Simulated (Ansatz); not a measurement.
The reference is Ti in the hcp (Mg type) structure (space group P6_3/mmc, No. 194; a = 2.936 Å, c = 4.636 Å).

Structures relaxed with r2SCAN/PAW in Ansatz (an electronic-structure program), no spin-orbit coupling.

Base:

Simulated powder pattern, Co Kα, λ = 1.79026 Å (kinematic, ideal powder, no thermal factors, no anomalous dispersion; the 10 strongest lines at most, above 2 %, up to 2θ = 90°):

```tsv
2θ (°)	I/Imax (%)	hkl
41.23	25	(100)
45.43	25	(002)
47.35	100	(101)
63.00	13	(102)
75.15	15	(110)
85.34	16	(103)
89.52	2.5	(200)
```

After one change:

Simulated powder pattern, Co Kα, λ = 1.79026 Å (kinematic, ideal powder, no thermal factors, no anomalous dispersion; the 10 strongest lines at most, above 2 %, up to 2θ = 90°):

```csv
2θ (°),I/Imax (%)
9.47,36
38.39,25
42.33,38
44.06,100
44.23,50
58.46,16
69.68,17
78.63,20
85.04,21
85.99,17
```

Task: What was done to the base?
A) x(Hf) = 0.25, 8 atoms, Pmm2
B) x(Hf) = 0.167, 6 atoms, P-62m
C) x(Hf) = 0.5, 8 atoms, P2_1/m
D) x(Hf) = 0.75, 8 atoms, Pmmn

Result: D, x(Hf) = 0.75, 8 atoms, Pmmn. Its volume per atom is 21.15 Å³ against 17.30 Å³, and its space group is Pmmn (No. 59).

Each cell is one ordered arrangement of few atoms, which overstates ordering effects compared with a random alloy. Whether these cells are dynamically stable was not tested. The final runs are not spin-polarised.
